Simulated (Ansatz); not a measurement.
The parent structure is BAs in the wurtzite structure (space group P6_3mc, No. 186; a = 3.354 Å, c = 5.554 Å; a cell from a computed database, its experimental status unchecked). Axes: x lies along a and z along c of the hexagonal cell.

The change: biaxial strain −1.76 %, plane normal [001], relaxed out of plane (Cartesian); in-plane vectors clamped, the third vector and the atoms free.

Levels (all Ansatz, a program for electronic structure, PAW): PBEsol (420 eV, no spin-orbit coupling); HSE06 (420 eV, without spin-orbit coupling).

The geometry is relaxed with PBEsol.

| Quantity | Value |
|---|---|
| PBEsol lowest conduction level above the VBM at special points | K 0.94 eV; M 1.09 eV; L 1.65 eV; Γ 2.59 eV |

Task: Predict the lowest conduction level above the VBM at special points from HSE06.

Result: The lowest conduction level above the VBM at special points becomes K 1.66 eV; M 1.84 eV; L 2.46 eV; Γ 3.50 eV (PBEsol: K 0.94 eV; M 1.09 eV; L 1.65 eV; Γ 2.59 eV).

Single points use the geometry relaxed with PBEsol. HSE06 was sampled on its mesh, a few special points and the semilocal edge points, so its gap is an upper bound. The levels and masses belong to the bands next to the band gap. Stability against distortions was not tested. This is not the structure that BAs has at room temperature and ambient pressure.
